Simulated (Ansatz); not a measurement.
**Effect of isotropic strain −1.00 % on Ta**

Base system: Ta in the bcc (W type) structure (space group Im-3m, No. 229; a = 3.306 Å; relaxed with 0.1 eV smearing).

It is then changed as follows: every lattice vector is shortened by 1.00 %, atoms relaxed at fixed cell.

Calculations: DFT with r2SCAN, PAW potentials and a 500 eV plane-wave cutoff in Ansatz (an electronic-structure program), no spin-orbit coupling. k-mesh 28×28×28 (Γ-centred); smearing 0.1 eV (Fermi–Dirac).

The shortest interatomic distance drops by 0.0286 Å to 2.835 Å and the energy rises by 11 meV/atom. The band gap is still zero.

Stability against distortions was not tested. All final runs are without spin polarisation.
